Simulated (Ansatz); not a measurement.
Consider BN in the zinc blende structure (space group F-43m, No. 216).

```xyz
2
Lattice="0.0000 1.8026 1.8026 1.8026 0.0000 1.8026 1.8026 1.8026 0.0000" Properties=species:S:1:pos:R:3 pbc="T T T"
N      2.7038     2.7038     2.7038
B      0.0000     0.0000     0.0000
```

Cartesian axes are those of the cell as printed.

Levels (all Ansatz, a program for electronic structure, PAW, earlier PAW set): PBEsol (420 eV, scalar-relativistic without spin-orbit coupling); HSE06+SOC (420 eV, with spin-orbit coupling).

Its gap is 4.29 eV with PBEsol and 5.79 eV with HSE06+SOC.

It is then changed as follows: tensile biaxial strain of 1.84 % in the plane normal to [001], as in epitaxy on a mismatched substrate; the out-of-plane cell vector and the atoms relax.

With PBEsol the gap becomes 3.80 eV.

Q: If the HSE06+SOC correction stayed the same, what would the HSE06+SOC gap be, and what does the HSE06+SOC run give?

A: A rigid correction of +1.50 eV gives 5.30 eV. The HSE06+SOC run gives 5.28 eV, so the two effects roughly add.

Single points use the geometry relaxed with PBEsol. The hybrid gap comes from the SCF mesh plus the semilocal run's edge points and a few special points and is an upper bound. Differences between runs with and without spin-orbit coupling are approximate. Stability against distortions was not tested.
